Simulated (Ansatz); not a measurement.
# PbS (Cmcm, No. 63, 4 atoms in the cell; start mp-1018115; high-pressure phase)

Computed with LDA in Ansatz (plane waves, PAW).

Settings: plane-wave cutoff 500 eV, 10×10×10 k mesh, gaussian smearing 0.02 eV, scalar-relativistic PAW data made under PBE.

Cell (relaxed at this level):

```
CELL_PARAMETERS angstrom
      2.02910    -5.70075     0.00000
      2.02910     5.70075     0.00000
      0.00000     0.00000     4.19277
ATOMIC_POSITIONS crystal
  Pb 0.87485 0.12515 0.75000
  Pb 0.12515 0.87485 0.25000
  S  0.64057 0.35943 0.75000
  S  0.35943 0.64057 0.25000
```

```
Property                       Result
--------  ---------------------------
band gap  0.97 eV (on the SCF k mesh)
```

Note: the relaxation could not lower the start's symmetry, so the cell can be a saddle point above a distorted one.

Spin–orbit coupling is not included; with these elements it can move the gap by several tenths of an eV or more.

The computed numbers hold no vibrational or temperature effects.

Computing time: very roughly 3 core-minutes.

A start named mp-… is a Materials Project structure, which need not be a measured phase.

Ansatz is a quantum-chemistry and plane-wave program.
